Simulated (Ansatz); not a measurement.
Abridged Ansatz (a first-principles code) output:

```
Pseudopotential: Al, paw, valence charge 3
Pseudopotential: B, paw, valence charge 3
Pseudopotential: Ti, paw, valence charge 12
Crystal: 8 atoms, lattice volume = 114.686 Å³
Basis set: ecut = 420 eV, 2251 PW (Γ), exchange–correlation on 90×90×54 points (8 copies of the dense FFT grid, shifted against one another)
Bands: 38, of which v1, the nominal top of the filled ones, is band 30 counted from 1 (29 counted from 0)
Symmetry: 8 space group operations
k-points: 217 of 1200
Functional: x = pbesol(κ = 0.804, μ = 0.12345679012345678), c = pbesol(β = 0.046)
SCF iter   1: F=—  HF=-11624.825436 eV  |F-HF|=—  |Δ(HF+E_count)|=         —  Δρ=4.71e-2  dr2=2.45e0  ethr=3.10e-3  ⟨swp⟩=5.9  Hψ=30827  notcnv=0  defer=3
SCF iter   2: F=—  HF=-11624.150976 eV  |F-HF|=—  |Δ(HF+E_count)|=   6.74e-1  Δρ=2.42e-2  dr2=8.01e-1  ethr=3.10e-3  ⟨swp⟩=2.3  Hψ=13142  notcnv=0  defer=132
SCF 1 converged in 9 iterations: F = -11623.805525 eV  dr2 = 4.07e-10
SCF converged after 9 iterations
Free energy (F): -11623.805525 eV
Internal energy: -11623.752598 eV  (E = F + TS)
E sigma→0 (E₀):  -11623.779061 eV
Entropy (-TS):   -0.052927 eV (-6.616 meV/atom)
Fermi energy:    11.945581 eV
--- Forces (eV/Å), atoms counted from 1 ---
  atom   1  Al    -0.00000000     0.00065538    -0.00000000
  atom   2  Al     0.00000000    -0.00065538     0.00000000
  atom   3  Al     0.00000000     0.00000000     0.00000000
  atom   4  B     -0.00000000     0.00000000     0.00000000
  atom   5  Ti    -0.00170194     0.00160772    -0.00000000
  atom   6  Ti     0.00170194     0.00160772     0.00000000
  atom   7  Ti    -0.00170194    -0.00160772    -0.00000000
  atom   8  Ti     0.00170194    -0.00160772     0.00000000
--- Stress (GPa, compression-positive) ---
       -0.008812      -0.000000      -0.000000
       -0.000000       0.001500      -0.000000
       -0.000000      -0.000000      -0.012367
  P = ⅓ Tr σ = -0.0066 GPa (-0.066 kbar)
```

### Question
What was computed, and what are the main results?

### Answer
Ti4Al3B, 8 atoms in the cell, with DFT with PBEsol, PAW potentials and a 420 eV plane-wave cutoff in Ansatz, without spin-orbit coupling, earlier PAW set. The last SCF converged to F = -11623.805525 eV, or -1452.9757 eV per atom, at a pressure of -0.01 GPa. The total energy compares only with runs of the same code, potentials and settings.

Each cell is one ordered arrangement of few atoms, which overstates ordering effects compared with a random alloy. Stability against distortions was not tested. All final runs are without spin polarisation. The cell was made from TiAl by this change: x(B) = 0.25, 8 atoms, Cmmm. Ti4Al3B has a high density of states at the Fermi level and may be magnetic at this level.
